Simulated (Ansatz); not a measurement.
Data:

```xyz
2
Lattice="0.0000 1.8330 1.7626 1.8330 0.0000 1.7626 1.8330 1.8330 0.0000" Properties=species:S:1:pos:R:3 pbc="T T T"
C      0.0000     0.0000     0.0000
C      0.9165     0.9165     0.8813
```

Level of theory: r2SCAN, rigid bands (plane waves, PAW, scalar-relativistic; Ansatz, a quantum-chemistry and plane-wave program). Condition of this run: biaxial stress in (001) of -33 GPa (compression positive) (the target of the relaxation). How the cell was made: cell and atoms relaxed with PBEsol, then loaded as said.

Question: What conductivity effective mass do dilute electrons have at 300 K?

Answer: 0.28 (x), 0.28 (y), 1.43 (z) mₑ.

Question: Predict the hole conductivity mass (n e² τ/σ) at 300 K, by direction if it differs.

Answer: 0.29 (x), 0.29 (y), 0.56 (z) mₑ.

Question: And the band gap?

Answer: 3.24 eV at this level; semilocal functionals usually fall short of the measured gap.

Rigid bands, one relaxation time for all states, no polarons. Spin-orbit coupling is left out. Geometry: cell and atoms relaxed with PBEsol.
